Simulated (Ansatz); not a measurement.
System: interstitial N in bcc W (neutral cell). Level of theory: PBE, PAW (plane waves to 420 eV; Ansatz, a program for electronic structure).

36-site cell at the relaxed PBE lattice, a 2×2×3 k-point mesh shifted by half a step, smearing 0.10 eV, spin-restricted, no finite-size correction. Static, classical nuclei. Spin-orbit coupling is left out. Sites that were not tried may lie lower.

Barriers: single points on a 3×3×5 k-point mesh shifted by half a step at the bands' geometries.

The step: a concerted move, in which N travels most. Atoms about the jump, Cartesian Å from the middle of the jump, before and after:

```json
[
 {"atom": "N1", "x0": "0.00", "y0": "0.00", "z0": "0.79", "x1": "0.00", "y1": "0.00", "z1": "-0.79"},
 {"atom": "W2", "x0": "0.00", "y0": "-1.56", "z0": "-0.78", "x1": "0.00", "y1": "-1.92", "z1": "-0.79"},
 {"atom": "W3", "x0": "-1.92", "y0": "0.00", "z0": "0.79", "x1": "-1.56", "y1": "0.00", "z1": "0.78"},
 {"atom": "W4", "x0": "1.92", "y0": "0.00", "z0": "0.79", "x1": "1.56", "y1": "0.00", "z1": "0.78"},
 {"atom": "W5", "x0": "0.00", "y0": "1.56", "z0": "-0.78", "x1": "0.00", "y1": "1.92", "z1": "-0.79"},
 {"atom": "W6", "x0": "0.00", "y0": "-1.56", "z0": "2.37", "x1": "0.00", "y1": "-1.63", "z1": "2.39"},
 {"atom": "W7", "x0": "-1.63", "y0": "0.00", "z0": "-2.39", "x1": "-1.56", "y1": "0.00", "z1": "-2.37"},
 {"atom": "W8", "x0": "1.63", "y0": "0.00", "z0": "-2.39", "x1": "1.56", "y1": "0.00", "z1": "-2.37"},
 {"atom": "W9", "x0": "0.00", "y0": "1.56", "z0": "2.37", "x1": "0.00", "y1": "1.63", "z1": "2.39"},
 {"atom": "W10", "x0": "1.60", "y0": "-3.19", "z0": "0.79", "x1": "1.63", "y1": "-3.21", "z1": "0.82"},
 {"atom": "W11", "x0": "-1.60", "y0": "-3.19", "z0": "0.79", "x1": "-1.63", "y1": "-3.21", "z1": "0.82"},
 {"atom": "W12", "x0": "3.21", "y0": "-1.63", "z0": "-0.82", "x1": "3.19", "y1": "-1.60", "z1": "-0.79"},
 {"atom": "W13", "x0": "-3.21", "y0": "-1.63", "z0": "-0.82", "x1": "-3.19", "y1": "-1.60", "z1": "-0.79"},
 {"atom": "W14", "x0": "-3.21", "y0": "1.63", "z0": "-0.82", "x1": "-3.19", "y1": "1.60", "z1": "-0.79"},
 {"atom": "W15", "x0": "3.21", "y0": "1.63", "z0": "-0.82", "x1": "3.19", "y1": "1.60", "z1": "-0.79"},
 {"atom": "W16", "x0": "-1.60", "y0": "3.19", "z0": "0.79", "x1": "-1.63", "y1": "3.21", "z1": "0.82"},
 {"atom": "W17", "x0": "1.60", "y0": "3.19", "z0": "0.79", "x1": "1.63", "y1": "3.21", "z1": "0.82"}
]
```

Problem. Predict the transition state.

Solution. 
| atom | x | y | z |
|---|---|---|---|
| N1 | 0.00 | 0.00 | -0.01 |
| W2 | 0.00 | -1.77 | -0.84 |
| W3 | -1.77 | 0.00 | 0.81 |
| W4 | 1.77 | 0.00 | 0.81 |
| W5 | 0.00 | 1.76 | -0.84 |
| W6 | 0.00 | -1.62 | 2.40 |
| W7 | -1.61 | 0.00 | -2.43 |
| W8 | 1.62 | 0.00 | -2.43 |
| W9 | 0.00 | 1.61 | 2.40 |
| W10 | 1.61 | -3.19 | 0.79 |
| W11 | -1.61 | -3.19 | 0.79 |
| W12 | 3.19 | -1.62 | -0.81 |
| W13 | -3.19 | -1.62 | -0.81 |
| W14 | -3.19 | 1.61 | -0.81 |
| W15 | 3.19 | 1.61 | -0.81 |
| W16 | -1.61 | 3.19 | 0.79 |
| W17 | 1.61 | 3.19 | 0.79 |
It lies 0.68 eV above the start and 0.68 eV above the end. The saddle point's order was not checked, and it lies on a symmetry element of the cell, where a band can be held.
